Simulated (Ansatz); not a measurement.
## LiCl: energy against volume

LiCl (rock salt, Fm-3m, 17.078 Å³/atom and stress up to 0.01 GPa in the relaxed cell, cube axes along x, y and z) under hydrostatic pressure, with the cell free. PBE in Ansatz, a plane-wave DFT program (PAW, default set), 420 eV, 11×11×11 Γ-centred mesh, Fermi-Dirac smearing 0.05 eV; ions are relaxed, or left where forces stay under 0.02 eV/Å, within the symmetry of each cell.

Here V stands for volume and E for E less E0.

| volume (Å³/atom) | E less E0 (meV/atom) | pressure (GPa) |
|---|---|---|
| 18.3830 | 8.68 | -2.00 |
| 17.6650 | 1.89 | -1.00 |
| 17.0776 | 0.00 | 0.00 |
| 16.9201 | 0.15 | 0.30 |
| 16.7214 | 0.77 | 0.70 |
| 16.3559 | 3.27 | 1.51 |
| 15.7731 | ? | ? |

### Question
Using the third-order Birch-Murnaghan form, a cubic in V^(-2/3), estimate the missing E at V = 15.7731 from the other rows, showing the fit.

### Answer
With u = V^(-2/3) - 0.150, the rows have u = -0.006433, -0.002568, 0.000793, 0.001728, 0.002927, 0.005197. Least squares gives E = 0.108 - 265.5·u + 167144·u² + 199696·u³. Residuals (row less fit): 0.000, 0.001, -0.003, 0.001, 0.002, -0.001; standard error 0.003 (degrees of freedom: 2). Its minimum lies at u = 0.000793, so V0 = (0.150793)^(-3/2) = 17.08. There d²E/du² = 335200 and d³E/du³ = 1198000, so B0 = (4/9) × 17.08^(-7/3) × 335200 × 0.160218 = 31.8 GPa (the last factor turns the table's units into GPa), and B0' = 4 + (2/3) × 0.150793 × (1198000)/335200 = 4.4. B0' rests on the cubic coefficient alone and has a standard error of 0.1 from these residuals. At the withheld row, u = 0.008997, so E = 0.108 - 265.5 × 0.008997 + 167144 × 0.008997² + 199696 × 0.008997³ = 11.394 meV/atom. The calculation gives 11.38 meV/atom, 0.014 meV/atom below the prediction (0.1 % of the range of E in the table). The row lies outside the fitted rows, so this is an extrapolation. The scatter of the fitted rows lies at the last printed digit.

Other structures, which can take over under pressure, weren't tried. The same form fitted to the pressure column gives B0' = 4.3; series where the two differ by over 0.4 aren't shown. Rows are the converged runs of the series near zero and its far end, less any whose ions stayed unrelaxed beside relaxed ones; series whose fitted rows scatter by over a few per cent of the range, as at a crossing or softening among them, aren't shown in this form.
